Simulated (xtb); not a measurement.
xtb 6.7.1, GFN1-xTB: CC(C)(C)N[SiH2][NH2+]C(C)(C)C, charge +1, multiplicity 1, 34 atoms. The geometry is a generated start, not checked to be a minimum at this level.

```json
{
  "method": "GFN1-xTB",
  "--acc": "1 (default)",
  "--etemp (K)": "300 (default)",
  "detailed input (--input)": "none: ANC optimiser, Lindh (1995) Hessian, microcycle=20, maxdispl=1.0, hlow=0.01 (default)",
  "basis_functions": "96",
  "valence_electrons": "68"
}
```

Charge 1 and multiplicity 1 are set for this test and not shown to be the ground state.

The structure is relaxed from this start with --opt LEVEL for the levels crude, sloppy, loose, lax, normal, tight, vtight, extreme, once each. Up to the end of the extreme run atoms move by at most 1.3 Å along an axis.

Problem. What is the loosest level that ends within 5 meV of the extreme run, and how many cycles does it take?

Solution. tight: 98 cycles against 117, ending 0.23 meV above.

```tsv
level	cycles	energy above the extreme run (meV)	gradient norm (eV/Å)
crude	4	43	0.32
sloppy	6	36	0.088
loose	7	35	0.095
lax	16	29	0.058
normal	22	28	0.011
tight	98	0.23	0.0080
vtight	110	under 0.01	0.0080
extreme	117	—	0.0017
```
